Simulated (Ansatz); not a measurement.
What biaxial strain −3.00 %, plane normal [001], relaxed out of plane does to PbO2

Start from PbO$_{2}$ in the rutile structure (space group P4_2/mnm, No. 136; a = 4.998 Å, c = 3.411 Å). Axes: x, y, z lie along a, b, c of the conventional cell.

Modification: biaxial strain −3.00 %, plane normal [001], relaxed out of plane (Cartesian); in-plane vectors clamped, the third vector and the atoms free.

Computed with DFT with PBEsol, PAW potentials and a 420 eV plane-wave cutoff in Ansatz (a quantum-chemistry and plane-wave program), scalar-relativistic without spin-orbit coupling. Γ-centred 7×7×10 mesh, Fermi–Dirac width 0.05 eV.

```json
[
 {"quantity": "space group", "base": "P4_2/mnm (No. 136)", "changed": "P4_2/mnm (No. 136)", "shift": "–"},
 {"quantity": "shortest interatomic distance", "base": "2.174 Å", "changed": "2.113 Å", "shift": "-0.061 Å"},
 {"quantity": "pressure (mean of the normal stresses, compression positive)", "base": "0.0 GPa", "changed": "3.0 GPa", "shift": "+3.0 GPa"},
 {"quantity": "band gap", "base": "zero", "changed": "zero", "shift": "–"},
 {"quantity": "out-of-plane strain (rough)", "base": "–", "changed": "+3.06 %", "shift": "–"}
]
```

Without a gap, meshes like the base's 7×7×10 leave anisotropic stresses uncertain by several tenths of a GPa, and small strain energies with them. Spin-orbit coupling, missing from the scalar runs, can matter with Pb. Stability against distortions was not tested. All final runs are without spin polarisation. Gaps under 0.05 eV, about the width of the smearing, are given as zero. The zero or small gap of PbO2 can change with the level of theory.
